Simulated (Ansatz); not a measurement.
Consider Ru-vacancy pair (Ru on one host Ti site, one Ti site vacant) in rock-salt TiN, neutral cell. These are PBE, PAW (plane waves to 420 eV; Ansatz, a program for electronic structure) values and carry that method's errors.

Settings: 64 host sites, the relaxed PBE lattice, a 2×2×2 k-point mesh shifted by half a step, smearing 0.10 eV, spin-restricted, no image-charge correction. No zero-point or tunnelling terms. Forms of the defect that were not tried may lie lower.

Barriers: single points on a 4×4×4 k-point mesh shifted by half a step at the bands' geometries (they differ from the bands' own by up to 0.11 eV, and are uncertain by about as much).

Relaxed starting cell (atoms counted from 1):

```xyz
63
Lattice="8.4938 0.0000 0.0000 0.0000 8.4938 0.0000 0.0000 0.0000 8.4938" Properties=species:S:1:pos:R:3 pbc="T T T"
Ru    -0.0039     0.0737     0.0815
Ti    -0.0014     0.0803     4.1801
Ti    -0.0016     4.1719     0.0869
Ti    -0.0021     4.1883     4.1959
Ti     4.2440    -0.0191    -0.0128
Ti     4.2442     0.0028     4.2685
Ti     4.2445     4.2601     0.0105
Ti     4.2452     4.2388     4.2453
N      2.1408    -0.0086    -0.0012
N      2.1078     0.0016     4.2343
N      2.1079     4.2271     0.0083
N      2.1212     4.2440     4.2511
N      6.3470    -0.0086    -0.0010
N      6.3820     0.0016     4.2344
N      6.3820     4.2270     0.0085
N      6.3690     4.2438     4.2509
Ti    -0.0023     2.0762     6.4192
Ti    -0.0024     6.4126     2.0811
Ti    -0.0019     6.3815     6.3903
Ti     4.2451     2.1090     2.1157
Ti     4.2454     2.1105     6.3887
Ti     4.2454     6.3808     2.1184
Ti     4.2452     6.3753     6.3816
N      2.1442     2.1208     2.1279
N      2.1121     2.1105     6.3845
N      2.1122     6.3774     2.1174
N      2.1171     6.3644     6.3716
N      6.3461     2.1207     2.1281
N      6.3779     2.1105     6.3846
N      6.3780     6.3775     2.1174
N      6.3732     6.3644     6.3716
Ti     2.0771     0.0542     2.1282
Ti     2.1584    -0.0042     6.3488
Ti     2.0715     4.1943     2.1323
Ti     2.0819     4.2338     6.3745
Ti     6.4130     0.0539     2.1272
Ti     6.3316    -0.0050     6.3496
Ti     6.4183     4.1944     2.1324
Ti     6.4081     4.2348     6.3744
N     -0.0020    -0.0164     2.1890
N     -0.0021    -0.0062     6.3566
N     -0.0020     4.3078     2.1339
N     -0.0019     4.2385     6.3804
N      4.2452     0.0051     2.1147
N      4.2451     0.0014     6.3803
N      4.2451     4.2421     2.1287
N      4.2450     4.2351     6.3726
Ti     2.0785     2.1213     0.0615
Ti     2.0726     2.1251     4.2007
Ti     2.1591     6.3412     0.0031
Ti     2.0820     6.3679     4.2409
Ti     6.4121     2.1194     0.0619
Ti     6.4174     2.1254     4.2005
Ti     6.3308     6.3426     0.0020
Ti     6.4081     6.3675     4.2422
N     -0.0018     2.1810    -0.0096
N     -0.0020     2.1267     4.3150
N     -0.0021     6.3490     0.0008
N     -0.0020     6.3733     4.2458
N      4.2452     2.1075     0.0122
N      4.2452     2.1218     4.2495
N      4.2451     6.3727     0.0084
N      4.2450     6.3654     4.2424
```

End state 1 differs by these moves (Å; atoms that move under 0.08 Å are left out):

```tsv
atom	element	Δx	Δy	Δz
1	Ru	0.00	1.97	1.97
32	Ti	0.00	-0.06	-0.06
33	Ti	-0.09	-0.01	0.07
34	Ti	0.09	0.07	-0.01
36	Ti	0.00	-0.06	-0.06
37	Ti	0.09	-0.01	0.07
38	Ti	-0.09	0.07	-0.01
48	Ti	0.00	-0.06	-0.06
49	Ti	0.09	-0.01	0.07
50	Ti	-0.09	0.07	-0.01
52	Ti	0.00	-0.06	-0.06
53	Ti	-0.09	-0.01	0.07
54	Ti	0.09	0.07	-0.01
```

### Question
Give the forward and backward barriers to end state 1 at the level PBE, PAW.

### Answer
forward 2.76 eV, backward 2.76 eV; at the saddle point atom 1 has neighbours 2 N at 1.90, 2 N at 2.19; 2 Ti at 2.42 Å. The saddle point's order was not checked, and it lies on a symmetry element of the cell, where a band can be held.
